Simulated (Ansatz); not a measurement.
Consider SnO2 in the rutile structure (space group P4_2/mnm, No. 136; a = 4.7224 Å, c = 3.1903 Å). Axes: x, y, z lie along a, b, c of the conventional cell.

Calculations: LDA in Ansatz (plane waves to 420 eV, PAW, no SOC).

Before the change:

- Hole mass: 1.7 mₑ along c, 1.2 mₑ across (at Γ)
- Valence-band top at Γ: 0.00, -0.80, -0.80 eV

Modification: the cell is stretched by 1.20 % along z with no lateral relaxation, atoms relaxed at fixed cell.

Estimate the effect on the hole mass and valence-band top at Γ.

The hole mass becomes 1.6 mₑ along z, 1.3 mₑ across (at Γ) (base: 1.7 mₑ along c, 1.2 mₑ across (at Γ)); the valence-band top at Γ (three highest levels, from the VBM) goes from 0.00, -0.80, -0.80 eV to 0.00, -0.77, -0.77 eV.

The levels and masses belong to the bands next to the band gap. The cells carry an imposed strain or load. Masses are band curvatures over ±0.01 Å⁻¹ around the edge. Stability against distortions was not tested.

Ansatz is a first-principles code.
